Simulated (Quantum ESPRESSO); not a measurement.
Habitual settings against a tight run: K₃BrCl₂ (P-3m1, 6 atoms in the cell)

Self-consistent single point.

```yaml
crystal:
  lattice:
    - [4.54423, 0.00000, 0.00000]
    - [-2.27211, 3.93542, 0.00000]
    - [0.00000, 0.00000, 11.14679]
  atoms:
    - { symbol: K, position: [0.00000, 0.00000, 0.50000] }
    - { symbol: K, position: [0.33333, 0.66667, 0.17698] }
    - { symbol: K, position: [0.66667, 0.33333, 0.82302] }
    - { symbol: Br, position: [0.00000, 0.00000, 0.00000] }
    - { symbol: Cl, position: [0.33333, 0.66667, 0.66169] }
    - { symbol: Cl, position: [0.66667, 0.33333, 0.33831] }
```

Method: LDA (PW92), PseudoDojo standard norm-conserving (LDA) pseudopotentials (plane waves; Quantum ESPRESSO 7.5).

Base settings: ecutwfc = 75 Ry; occupations = smearing; smearing = gauss; degauss = 0.00147 Ry; potentials = {K: K.upf, Br: Br.upf, Cl: Cl.upf}; K_POINTS = automatic 6 6 2 0 0 0; conv_thr = 1e-09 Ry; mixing_beta = 0.7.

Tight run (finer mesh or higher cutoff; not a proven limit): ecutwfc: 75 Ry → 105 Ry; conv_thr: 1e-09 Ry → 7.3e-11 Ry; K_POINTS: automatic 6 6 2 0 0 0 → automatic 9 9 3 0 0 0. It gave top of the valence band (on the code's own zero) 0.89 eV; gap on the k-point mesh 4.16 eV; pressure -2.06 GPa; largest force (vector length) 0.008 eV/Å.

Quick runs, as changes from the base:
- A: the base itself
- B: ecutwfc: 75 Ry → 38 Ry; conv_thr: 1e-09 Ry → 7.3e-05 Ry; K_POINTS: automatic 6 6 2 0 0 0 → automatic 2 2 2 1 1 1
- C: ecutwfc: 75 Ry → 52 Ry; K_POINTS: automatic 6 6 2 0 0 0 → automatic 4 4 4 0 0 0
- D: smearing: gauss → cold; degauss: 0.00147 Ry → 0.0099958 Ry; conv_thr: 1e-09 Ry → 7.3e-05 Ry; K_POINTS: automatic 6 6 2 0 0 0 → automatic 4 4 4 0 0 0
- E: ecutwfc: 75 Ry → 45 Ry; K_POINTS: automatic 6 6 2 0 0 0 → automatic 6 6 6 0 0 0
- F: ecutwfc: 75 Ry → 45 Ry; conv_thr: 1e-09 Ry → 7.3e-05 Ry; K_POINTS: automatic 6 6 2 0 0 0 → automatic 3 3 3 1 1 1; potentials: PseudoDojo standard norm-conserving (PBESOL) [PBEsol]

Dashes: time of B, F, under 30 s; energy of F, another energy zero.

Gaps are read on each run's own mesh, which may miss the band edges.

† marks runs with another functional, U, potentials or spin treatment: their distance from the tight run is not a convergence error alone.

The count of work is k-points × plane waves × bands × iterations; it is no time. Core times come from one kind of shared machine and are given to one figure; runs under 30 s give none.

The starting cell comes from a database of computed structures (which also holds hypothetical and non-ambient phases and stackings), without a prior relaxation at this level. Its lattice was rescaled by a random factor within 2.5 % of one.

```
run  energy less tight (meV/atom)  pressure less tight (GPa)  largest miss in a force vector (eV/Å)  gap on the mesh less tight (eV)  count of work / tight  core time / tight (rough)
---  ----------------------------  -------------------------  -------------------------------------  -------------------------------  ---------------------  -------------------------
A                             0.1                       0.00                                  0.000                            0.000                   0.25                        0.2
B                           223.2                      -4.39                                  0.015                            1.340                  0.011                          –
C                            19.4                      -0.66                                  0.000                            0.000                   0.13                        0.2
D                             0.2                       0.01                                  0.026                           -0.005                   0.13                        0.2
E                            72.9                      -1.84                                  0.001                            0.003                   0.28                        0.3
F†                              –                      -0.43                                  0.025                            0.941                  0.045                          –
```

Among the runs at the tight run's level, the energy misses run from 0.1 to 223.2 meV/atom.
